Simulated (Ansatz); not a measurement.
**Cohesive energy of C11b MoSi₂ at several levels of theory**

No measured value is used here.

```json
[
 {"level (code)": "LDA (Ansatz)", "value (eV/atom)": "6.82", "cell (Å³/atom)": "13.06"},
 {"level (code)": "PBE (Ansatz)", "value (eV/atom)": "5.64", "cell (Å³/atom)": "13.58"},
 {"level (code)": "PBEsol (Ansatz)", "value (eV/atom)": "6.27", "cell (Å³/atom)": "13.27"},
 {"level (code)": "revPBE (Ansatz)", "value (eV/atom)": "5.23", "cell (Å³/atom)": "13.71"},
 {"level (code)": "RPBE (Ansatz)", "value (eV/atom)": "5.17", "cell (Å³/atom)": "13.75"},
 {"level (code)": "PBE-D3(BJ) (Ansatz)", "value (eV/atom)": "6.22", "cell (Å³/atom)": "13.13"},
 {"level (code)": "PBE-D4 (Ansatz)", "value (eV/atom)": "6.19", "cell (Å³/atom)": "13.19"},
 {"level (code)": "PBEsol-D3(BJ) (Ansatz)", "value (eV/atom)": "6.81", "cell (Å³/atom)": "12.88"},
 {"level (code)": "r²SCAN (Ansatz)", "value (eV/atom)": "5.46", "cell (Å³/atom)": "13.36"},
 {"level (code)": "HSE06 (Ansatz)", "value (eV/atom)": "5.37", "cell (Å³/atom)": "13.24"},
 {"level (code)": "PBE0 (Ansatz)", "value (eV/atom)": "5.37", "cell (Å³/atom)": "13.22"}
]
```

HSE06, PBE0: the run has no spin polarisation, so it can have missed a magnetic state. HSE06, PBE0: the free atom's electronic state is in doubt. Each level is taken at its own relaxed cell. Cutoffs and k meshes differ between the levels. Ansatz's density-functional and Hartree–Fock values are scalar-relativistic unless marked +SOC, with PAW data made under PBE.

Ansatz is a program for electronic structure.
